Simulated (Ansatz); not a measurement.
# PbTe (within 0.1 Å of P6₃/mmc, No. 194, 8 atoms in the cell; start mp-2517816; high-pressure phase)

Computed with r²SCAN+rVV10 (plane waves, PAW; Ansatz, an electronic-structure program).

Settings: plane-wave cutoff 560 eV, 4×8×4 k mesh (along the axes of the cell as run), Fermi–Dirac smearing 0.01 eV, scalar-relativistic PAW data made under PBE.

Cell (relaxed at this level):

```
PbTe
1.0
    7.90433     0.00000     0.00000
    0.00000     4.50349     0.00000
    0.00000     0.00000     7.80094
Te Pb
4 4
Cartesian
  1.97518   3.37762   0.65006
  5.92916   1.12587   7.15088
  1.97699   1.12587   4.55053
  5.92734   3.37762   3.25041
  0.00146   3.37762   5.84929
  7.90287   1.12587   1.95166
  3.95070   1.12587   1.94881
  3.95363   3.37762   5.85213
```

```
Item                            Value
--------  ---------------------------
band gap  0.39 eV (on the SCF k mesh)
```

Spin–orbit coupling is not included; with these elements it can move the gap by several tenths of an eV or more.

Computed values are for the static lattice.

It cost around 12 core-minutes (rough) of CPU time.

A start named mp-… is a Materials Project structure, which need not be a measured phase.
